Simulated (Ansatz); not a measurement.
**Ru3SnC (model structure, started from the Ni3MgC type, Pm-3m, No. 221, 5 atoms in the cell)**

These are LDA (PAW; Ansatz, a first-principles code) values and carry that method's errors.

Run with plane-wave cutoff 520 eV, 14×14×14 k mesh, Fermi–Dirac smearing 0.05 eV, no spin polarisation, scalar-relativistic PAW data made under PBE.

Cell (relaxed at this level):

```
CELL_PARAMETERS angstrom
      4.02217     0.00000     0.00000
      0.00000     4.02217     0.00000
      0.00000     0.00000     4.02217
ATOMIC_POSITIONS crystal
  Sn 0.00000 0.00000 0.00000
  Ru 0.00000 0.50000 0.50000
  Ru 0.50000 0.00000 0.50000
  Ru 0.50000 0.50000 0.00000
  C  0.50000 0.50000 0.50000
```

For Ru3SnC (model structure, started from the Ni3MgC type, Pm-3m, No. 221, 5 atoms in the cell), the bulk modulus is 288 GPa.

Note: the run has no spin polarisation, so it can have missed a magnetic state; the bulk modulus is −V dP/dV from two relaxed cells at ±2 % in volume; the relaxation could raise the start's symmetry but not lower it, so the cell can be a saddle point.

Spin–orbit coupling is not included; it can open a gap where bands touch, and shift volumes and moduli.

Static lattice: no zero-point or thermal effects.

A model structure was made by putting elements into a prototype or built by hand; it is no filed structure, need not be a known phase, and can be a saddle point held by its symmetry.
